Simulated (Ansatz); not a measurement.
**What pressure 30 GPa does to ZrO2**

Take ZrO2 (space group P4_2/nmc, No. 137; a = 3.584 Å, c = 5.177 Å) as the base.

Perturbation: cell and atoms relaxed at a pressure of 30 GPa.

Method: PBEsol (Ansatz, a first-principles code, PAW, no spin-orbit coupling). Γ-centred 9×9×7 mesh, Fermi–Dirac width 0.05 eV.

The volume per atom decreases by 1.234 Å³ to 9.85 Å³ and the density increases by 0.77 g/cm³, from 6.15 g/cm³ to 6.92 g/cm³. The c/a ratio shrinks by 0.027, from 1.444 to 1.417 and the shortest interatomic distance goes up by 0.005 Å to 2.079 Å. The enthalpy H = E + PV relative to the base's energy is +1.95 eV/atom and the band gap shrinks by 0.27 eV (4.00 eV → 3.73 eV). The gap character becomes indirect, M → Γ (base: indirect, M–Γ (56 % along) → Γ) and the smallest direct gap shrinks by 0.31 eV (4.12 eV → 3.81 eV). The electron mass goes from 2.1 mₑ along c, 0.57 mₑ across (at Γ) to 1.9 mₑ along c, 0.50 mₑ across (at Γ).

Load acts through the strain it causes; cell and atoms are relaxed under it. Masses are band curvatures over ±0.01 Å⁻¹ around the edge. No phonon test of stability was made. No other phases were tried under pressure. This is not the structure that ZrO2 has at room temperature and ambient pressure.
